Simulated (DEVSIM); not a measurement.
Device: Si/Ge p-n heterojunction, at 400 K.

Layer 1 from the left is Si, thickness (μm) 0.0490, Na (cm⁻³) 6.9e17, τn (s) 8.7e-5, τp (s) 8.7e-5. Layer 2 from the left is Ge, thickness (μm) 2.10, Nd (cm⁻³) 1.1e16, τn (s) 8.7e-5, τp (s) 8.7e-5.

Left contact: ohmic. Right contact: ohmic. Voltage is applied to the left contact. Recombination: SRH at mid-gap, radiative, Auger. Mobility is constant in doping.

Constants are typed, rounded textbook-type inputs, not results; the design itself was drawn at random and stands for no fabricated device. Values at 300 K; Nc and Nv go as T^1.5, mobilities as T to minus their exponent, the gap by Varshni's rule with the affinity fixed.

Si: gap (eV) 1.124, affinity (eV) 4.05, permittivity 11.7, Nc (cm⁻³) 2.86e19, Nv (cm⁻³) 3.1e19, μn (cm²/Vs) 1417, μp (cm²/Vs) 470, T exponent of μn 2.3, T exponent of μp 2.2, B (cm³/s) 4.7e-15, Cn (cm⁶/s) 2.8e-31, Cp (cm⁶/s) 9.9e-32, Varshni α (eV/K) 0.000473, Varshni β (K) 636. Ge: gap (eV) 0.664, affinity (eV) 4, permittivity 16, Nc (cm⁻³) 1.04e19, Nv (cm⁻³) 6e18, μn (cm²/Vs) 3900, μp (cm²/Vs) 1900, T exponent of μn 1.66, T exponent of μp 2.33, B (cm³/s) 6.4e-14, Cn (cm⁶/s) 1e-31, Cp (cm⁶/s) 1e-31, Varshni α (eV/K) 0.000477, Varshni β (K) 235.

Simulated with DEVSIM: 1D drift-diffusion, Boltzmann statistics, complete ionisation; no tunnelling, impact ionisation, image-force lowering or self-heating. Band offsets follow the typed affinities; no thermionic-emission limit at abrupt steps, no polarisation charge.

Problem. What does the simulation give for the potential step across the device at zero bias, the largest field in the device at zero bias, the dark forward voltage at 100 A/cm²?

Solution. potential step across the device at zero bias 0.750 V; largest field in the device at zero bias 280000 V/cm; dark forward voltage at 100 A/cm² 0.142 V.
